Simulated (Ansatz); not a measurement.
We consider PdCl2 (P2₁/c, No. 14, 6 atoms in the cell; start mp-1018891), described by PBEsol (plane waves, PAW; Ansatz, a program for electronic structure).

Settings: plane-wave cutoff 520 eV, 8×8×6 k mesh (along the axes of the cell as run), Fermi–Dirac smearing 0.01 eV, scalar-relativistic PAW data made under PBE.

Cell (relaxed with PBE-D3(BJ)):

```
PdCl2
1.0
    5.45482     0.00000    -0.00773
    0.00000     3.95682     0.00000
   -1.89684     0.00000     6.17015
Pd Cl
2 4
Direct
  0.00000   0.00000   0.50000
  0.00000   0.50000   0.00000
  0.25674   0.25493   0.31618
  0.74326   0.74507   0.68382
  0.74326   0.75493   0.18382
  0.25674   0.24507   0.81618
```

Estimate the band gap, smallest direct gap on the k points sampled and direct gap at Γ that the calculation returns.


* **band gap**: 0.48 eV
* **smallest direct gap on the k points sampled**: 0.84 eV
* **direct gap at Γ**: 1.42 eV

Note: cell and atoms aren't relaxed at this level (pressure -1.8 GPa).

Spin–orbit coupling is not included.

The computed numbers hold no vibrational or temperature effects.

Computing time: around 70 core-seconds (rough).

A start named mp-… is a Materials Project structure, which need not be a measured phase.
